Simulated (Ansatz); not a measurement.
```xyz
2
Lattice="2.8226 0.0000 0.0000 0.0000 2.8226 0.0000 0.0000 0.0000 2.8226" Properties=species:S:1:pos:R:3 pbc="T T T"
Al     0.0000     0.0000     0.0000
Co     1.4113     1.4113     1.4113
```

The cell was generated from a structure type, relaxed within its symmetry, and need not be the phase found at ambient conditions.

### Question
By how much do the lattice constants and the volume change from 300 K to 575 K (quasi-harmonic approximation, PBEsol density-functional theory in Ansatz (plane waves, PAW)), and how far does the bulk modulus soften?

### Answer
a by 0.29 %, the volume by 0.88 %; B_T goes from 185 to 178 GPa. Whether this phase is the stable one at each condition was not tested.

Ansatz is a program for electronic structure.
